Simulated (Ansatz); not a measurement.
# BAs: response to strain

Base system: BAs in the zinc blende structure (space group F-43m, No. 216).

```
CELL_PARAMETERS angstrom
      0.00000     2.39193     2.39193
      2.39193     0.00000     2.39193
      2.39193     2.39193     0.00000
ATOMIC_POSITIONS crystal
  B  0.00000 0.00000 0.00000
  As 0.25000 0.25000 0.25000
```

Cartesian axes are those of the cell as printed.

Strains are applied to the cell and any free atomic positions relax; under biaxial strain the out-of-plane vector relaxes too.

Level of theory: r2SCAN in Ansatz (plane waves to 500 eV, PAW, no spin-orbit coupling).

Notes on the quantities. pressure: mean of the normal stresses, compression positive.

```csv
variant,band gap,pressure,out-of-plane strain
base,1.38 eV,0.00 GPa,–
"biaxial strain +0.42 %, plane normal [111], relaxed out of plane",1.36 eV,-1.04 GPa,-0.09 %
"biaxial strain +0.83 %, plane normal [111], relaxed out of plane",1.34 eV,-2.02 GPa,-0.17 %
"biaxial strain +1.25 %, plane normal [111], relaxed out of plane",1.33 eV,-2.98 GPa,-0.25 %
"biaxial strain +1.67 %, plane normal [111], relaxed out of plane",[?],-3.91 GPa,-0.33 %
"biaxial strain +2.08 %, plane normal [111], relaxed out of plane",[?],-4.78 GPa,-0.41 %
"biaxial strain +2.50 %, plane normal [111], relaxed out of plane",[?],-5.63 GPa,-0.48 %
```

Question: Fill in the withheld entries from the trend.

Answer: 
- biaxial strain +1.67 %, plane normal [111], relaxed out of plane, band gap: 1.31 eV
- biaxial strain +2.08 %, plane normal [111], relaxed out of plane, band gap: 1.29 eV
- biaxial strain +2.50 %, plane normal [111], relaxed out of plane, band gap: 1.28 eV

Whether these cells are dynamically stable was not tested.

Ansatz is a program for electronic structure.
